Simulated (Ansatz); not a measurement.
**Several settings converged on Pb (P-3m1, 2 atoms in the cell)**

```
Pb
1.0
    3.45423     0.00000     0.00000
   -1.72712     2.99145     0.00000
    0.00000     0.00000     5.96740
Pb
2
Cartesian
  0.00000   1.99430   1.54185
  1.72712   0.99715   4.47555
```

Base method: PBEsol, default PAW files made with PBE (plane waves; Ansatz, a program for electronic structure).

Base settings: basis.ecutwfc = 420 eV; kpoints.mp_grid.grid = 11 11 6; hamiltonian.xc = pbesol; hamiltonian.pseudopotentials = {kind: paw} (the program's default PAW files); scf.occupations.method = gaussian; scf.occupations.width = 0.1 eV.

The count of work is k-points × plane waves × bands × iterations; it is no time. 

**The cutoff for other potential files**

Level: DFT, PBEsol, plane waves, harder PAW files (source: ansatz) made with PBE.

In this ladder: hamiltonian.pseudopotentials = {kind: paw, source: ansatz}.

The second cell is the first with its lattice scaled by 0.98.

The mesh stays at the base's, so the ladder's end is converged at best in this setting alone.

The first pressure column holds Ansatz's estimate of the finite-basis (Pulay) stress, which hides part of the cutoff error; the other is without it.

Only quantities that move along the ladder and can be compared are tabulated.

```tsv
basis.ecutwfc	free energy less the last step's (meV/atom)	energy of the compressed cell less the first (meV/atom)	pressure (GPa)	pressure without the Pulay estimate (GPa)	largest difference of a force vector from the last step's (eV/Å)	count of work / last
260 eV	19210.56	-48.76	-3.48	-475.85	0.096	0.12
320 eV	3512.81	0.18	-2.14	-115.43	0.035	0.16
405 eV	247.87	-0.72	-1.40	-13.24	0.001	0.21
495 eV	6.79	0.16	-1.38	-1.94	0.000	0.29
580 eV	0.27	0.16	-1.38	-1.38	0.000	0.36
695 eV	0.23	0.16	-1.38	-1.38	0.000	0.47
870 eV	0.15	0.16	-1.38	-1.38	0.000	0.65
1160 eV	0.00	0.16	-1.38	-1.38	0.000	1.0
```

Coarsest basis.ecutwfc that holds the energy of the compressed cell less the first within 1 meV/atom of the last step, with all finer ones: 320 eV, at 0.16 of the last step's count of work; the step before is off by 49 meV/atom.

Coarsest basis.ecutwfc that holds the pressure within 1 GPa of the last step, with all finer ones: 320 eV, at 0.16 of the last step's count of work; the step before is off by 2.1 GPa.

Coarsest basis.ecutwfc that holds the free energy within 0.5 meV/atom of the last step, with all finer ones: 580 eV, at 0.36 of the last step's count of work; the step before is off by 6.8 meV/atom.

The energy difference between the two cells stays within 1 meV/atom of the last step's from 320 eV on, the total only from 580 eV on: much of the error is common to both cells and cancels.

At the lowest cutoff the pressure without the Pulay estimate lies 474 GPa under the last step's, the usual sign of Pulay stress in an incomplete plane-wave basis.

**The relaxed cell against the cutoff**

On Pb (P6_3/mmc, 2 atoms in the cell): atoms on their sites.

In this ladder: relax = cell and atoms.

The mesh stays at the base's, so the ladder's end is converged at best in this setting alone.

Only quantities that move along the ladder and can be compared are tabulated.

| basis.ecutwfc | relaxed volume (Å³/atom) | relaxation steps |
|---|---|---|
| 210 eV | 29.557 | 53 |
| 250 eV | 29.391 | 33 |
| 295 eV | 29.847 | 11 |
| 355 eV | 29.716 | 6 |
| 420 eV | 29.733 | 4 |
| 505 eV | 29.731 | 4 |
| 630 eV | 29.731 | 4 |
| 840 eV | 29.731 | 4 |

Coarsest basis.ecutwfc that holds the relaxed volume within 0.059 Å³/atom of the last step, with all finer ones: 355 eV; the step before is off by 0.12 Å³/atom.

At the lowest cutoff the cell relaxes to a volume 0.6 % smaller than at the highest. Ansatz relaxes on a stress corrected for the finite basis.

On the base run: the starting cell comes from a database of computed structures (which also holds hypothetical and non-ambient phases and stackings), without a prior relaxation at this level. Its lattice was rescaled by up to half a per cent. One atom was moved a little off its site on purpose.

Keys are those of Ansatz 0.2.
